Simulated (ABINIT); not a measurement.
Troubleshooting ABINIT: a failed run on Ga2Ag2TeSe3 (C2, 8 atoms in the cell). The aim is a self-consistent single point with DFT, PBEsol, plane waves, PAW (JTH v2.0 PBE PAW, files made for PBE).

Cell that was meant: a = 7.1684 Å, b = 7.1684 Å, c = 6.1765 Å, α = 114.71°, β = 114.71°, γ = 50.55°.

Part of the input:

```
ixc -116133
occopt 7
tsmear 0.00073499
nband 34
kptopt 1
ngkpt 4 4 4
nshiftk 1
```

Output, abridged:

```
 inpspheads: deduce mpsang = 3, n1xccc = 1.

=======================================================
 invars1m : enter jdtset= 0
  xred   is defined in input file
 ingeo: takes atomic coordinates from input array xred

--- !COMMENT
src_file: m_symfind.F90
src_line: 823
message: |
    The tolerance on symmetries =   1.000E-05 is bigger than 1.0e-8.
   [... lines left out ...]
    symmetrized before storing them in the dataset internal variable.
    So, do not be surprised by the fact that your input variables (xcart, xred, ...)
    do not correspond exactly to the ones echoed by ABINIT, the latter being used to do the calculations.
    This is not a problem per se.
    Still, in order to avoid this symmetrization (e.g. for specific debugging/development), decrease tolsym to 1.0e-8 or lower,
    or (much preferred) use input primitive vectors that are accurate to better than 1.0e-8.
    This message will only be printed once, even if there are other datasets where tolsym is bigger than 1.0e-8.
...

 symlatt: the Bravais lattice is mC (one-face-centered monoclinic)
 symspgr: spgroup=   5  C2   (=C2^3)
 Perdew, Burke & Ernzerhof SOL
 J. P. Perdew, A. Ruzsinszky, G. I. Csonka, O. A. Vydrov, G. E. Scuseria, L. A. Constantin, X. Zhou, and K. Burke, Phys. Rev. Lett. 100, 136406 (2008)
 Perdew, Burke & Ernzerhof SOL
 J. P. Perdew, A. Ruzsinszky, G. I. Csonka, O. A. Vydrov, G. E. Scuseria, L. A. Constantin, X. Zhou, and K. Burke, Phys. Rev. Lett. 100, 136406 (2008)

--- !ERROR
src_file: m_dtset.F90
src_line: 1287
mpi_rank: 0
message: |
    Initialization of occ variables with occopt: 7
    There are not enough bands to get charge balance right with nelect:  7.2000E+01
    Action: modify input file
    (check the pseudopotential charges, the variable cellcharge, the variable jellslab,
    and the declared number of bands, nband)
...

 abinit_abort: decision taken to exit. Check above messages for more info
Abort(13) on node 0 (rank 0 in comm 0): application called MPI_Abort(MPI_COMM_WORLD, 13) - process 0

--- !ERROR
src_file: m_dtset.F90
src_line: 1287
mpi_rank: 0
message: |
    Initialization of occ variables with occopt: 7
    There are not enough bands to get charge balance right with nelect:  7.2000E+01
    Action: modify input file
    (check the pseudopotential charges, the variable cellcharge, the variable jellslab,
    and the declared number of bands, nband)
...
```

From the messages shown, name the fault and mend the input.

The fault is too few bands; here the program stops on it instead of giving results. To fix it, raise the band count or leave it to the default. The program stopped before any SCF iteration.

The sound input it was made from differs as follows (other fixes are possible):
```diff
-nband 34
+nband 46
```

With that input, the run converged in 13 iterations: free energy E − TS -7395.19 eV; top of the valence band (on the code's own zero) -0.60 eV; gap on the k-point mesh 0.12 eV; pressure -2.69 GPa; largest force (vector length) 0.140 eV/Å (DFT, PBEsol, plane waves, PAW (JTH v2.0 PBE PAW, files made for PBE)).

On the sound input: the starting cell comes from a database of computed structures (which also holds hypothetical and non-ambient phases and stackings), without a prior relaxation at this level. Spin-orbit coupling is off. The potentials were made for another functional than the one used.
